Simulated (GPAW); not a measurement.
Input and output of a self-consistent single point for FeSi₂ (P1, 3 atoms in the cell) (GPAW).

Method: LDA (Perdew-Wang 92), GPAW PAW datasets LDA (gpaw-data 1.0.1) (plane waves; GPAW).

The change in words: lattice scaled by 0.98. Reference geometry:
```
FeSi2
1.0
    2.67941     0.00000     0.00000
    0.00000     2.67941     0.00000
    0.00000     0.00000     5.10487
Fe Si
1 2
Cartesian
  0.01620   0.02135   0.07723
  1.38514   1.42190   3.64969
  1.27807   1.23616   1.37795
```

Reference input (self-consistent single point, DFT LDA (Perdew-Wang 92), plane waves, GPAW PAW datasets LDA (gpaw-data 1.0.1)): mode = pw; ecut = 800 eV; xc = LDA; kpts = 9 9 5; mesh shift (steps) = 0 0 0; occupations.name = methfessel-paxton; occupations.width = 0.1 eV; occupations.order = 0; nbands = -7; symmetry.symmorphic = false; symmetry.tolerance = 0.0005; maxiter = 150. This run's input differs from it in these lines:

```diff
@@ -5,8 +5,8 @@
 atoms = Atoms(['Fe', 'Si', 'Si'],
-              cell=[[2.679410, 0.000000, 0.000000],
-                    [0.000000, 2.679410, 0.000000],
-                    [0.000000, 0.000000, 5.104870]],
-              positions=[[0.016200, 0.021355, 0.077226],
-                         [1.385142, 1.421896, 3.649691],
-                         [1.278068, 1.236159, 1.377952]],
+              cell=[[2.625822, 0.000000, 0.000000],
+                    [0.000000, 2.625822, 0.000000],
+                    [0.000000, 0.000000, 5.002773]],
+              positions=[[0.015876, 0.020928, 0.075682],
+                         [1.357440, 1.393458, 3.576698],
+                         [1.252507, 1.211436, 1.350394]],
               pbc=True)
```

Output, abridged:

```
     iter     time        total  log10-change:
                         energy   eigst   dens
iter:   1 --:--:--   -24.266993
iter:   2 --:--:--   -23.855613   +0.10  -0.93
iter:   3 --:--:--   -23.628581   -0.52  -0.99
iter:   4 --:--:--   -23.511616   -1.18  -1.08
iter:   5 --:--:--   -23.493254   -1.19  -1.38
iter:   6 --:--:--   -23.598250   -1.72  -1.55
iter:   7 --:--:--   -23.418661   -1.46  -1.55
iter:   8 --:--:--   -23.417338   -2.78  -1.99
iter:   9 --:--:--   -23.420350c  -2.69  -2.11
iter:  10 --:--:--   -23.414395c  -2.89  -2.28
iter:  11 --:--:--   -23.414956c  -3.39  -2.51
iter:  12 --:--:--   -23.414363c  -4.08  -2.47
iter:  13 --:--:--   -23.414075c  -3.80  -2.81
   [... 2 lines left out ...]
iter:  16 --:--:--   -23.414095c  -4.81  -3.42
iter:  17 --:--:--   -23.414068c  -5.19  -3.36
iter:  18 --:--:--   -23.414068c  -5.71  -3.67
iter:  19 --:--:--   -23.414067c  -6.02  -3.76
iter:  20 --:--:--   -23.414067c  -6.43  -4.11c
iter:  21 --:--:--   -23.414067c  -6.85  -4.18c
iter:  22 --:--:--   -23.414067c  -7.13  -4.32c
iter:  23 --:--:--   -23.414066c  -7.15  -4.42c
iter:  24 --:--:--   -23.414066c  -7.79c -4.72c
Converged after 24 iterations.

Dipole moment: (-0.248112, -0.325745, -2.073023) |e|*Ang

Energy contributions relative to reference atoms: (reference = -50275.365737)

Kinetic:        +35.028567
Potential:      -25.960929
External:        +0.000000
XC:             -32.563637
Entropy (-ST):   -0.004450
Local:           +0.084159
SIC:             +0.000000
--------------------------
Free energy:    -23.416291
Extrapolated:   -23.414066

Showing only first 2 kpts
 Kpt  Band  Eigenvalues  Occupancy
  0     6      9.93725    2.00000
  0     7     10.90903    2.00000
  0     8     16.33191    0.00000
  0     9     16.37614    0.00000

  1     6      9.90653    2.00000
  1     7     10.90875    2.00000
  1     8     16.40145    0.00000
  1     9     16.61311    0.00000

Fermi level: 11.35506

No gap
No difference between direct/indirect transitions
Energy (eV): -23.414066

Forces in eV/Ang:
  0 Fe   -0.51389   -0.74818   -1.97636
  1 Si   -0.10980   -0.21699    1.51219
  2 Si    0.62339    0.96478    0.46414

Stress tensor:
    -0.060796    -0.008238    -0.026310
    -0.008238    -0.058701    -0.042576
    -0.026310    -0.042576    -0.095091
Stress (GPa, Voigt): [ -9.7406  -9.4049 -15.2353  -6.8215  -4.2154  -1.3199]
```

The run converged in 24 iterations. GPAW prints stress with tension positive. Against the reference run the free energy goes up by 19.6 meV/atom, the pressure goes from -2.47 to 11.46 GPa and the largest force goes from 1.785 to 2.175 eV/Å.

The starting cell comes from a database of computed structures (which also holds hypothetical and non-ambient phases and stackings), without a prior relaxation at this level. Its atoms were displaced at random from the sites of space group no. 123. For this run, on top of that: lattice scaled by 0.98. Spin polarisation is off. With a pressure of about 11 GPa the cell is away from its equilibrium volume at this level. Forces in this geometry exceed 1 eV/Å.

Cost on one core of a shared machine: roughly 3 min.
